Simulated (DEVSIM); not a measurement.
System: Au/SiO2/p-Ge capacitor, at 250 K.

Layer 1 from the left is SiO2, thickness (nm) 8.80. Layer 2 from the left is Ge, thickness (nm) 4000, Na (cm⁻³) 2.2e16.

Metal gate on the left, work function 5.1 eV. Fixed charge at the semiconductor interface 0 cm⁻² (in units of +e); interface traps 2.8e12 cm⁻² eV⁻¹, uniform in energy, neutral level at 0.5 of the gap above the valence band.

This is a model device: material constants are rounded textbook-type values typed into the input, and sizes, dopings and lifetimes were drawn at random. Values at 300 K; Nc and Nv go as T^1.5, mobilities as T to minus their exponent, the gap by Varshni's rule with the affinity fixed.

SiO2: gap (eV) 9, affinity (eV) 0.9, permittivity 3.9. Ge: gap (eV) 0.664, affinity (eV) 4, permittivity 16, Nc (cm⁻³) 1.04e19, Nv (cm⁻³) 6e18, Varshni α (eV/K) 0.000477, Varshni β (K) 235.

Simulated with DEVSIM: 1D Poisson equation in equilibrium, Boltzmann statistics, complete ionisation; no quantum confinement or tunnelling. Metal contacts follow the ideal Schottky-Mott rule: no Fermi-level pinning, no interface dipoles.

Question: What does the simulation give for the flat-band voltage, the minimum of the low-frequency capacitance?

Answer: flat-band voltage 0.27 V; minimum of the low-frequency capacitance 0.227 μF/cm².
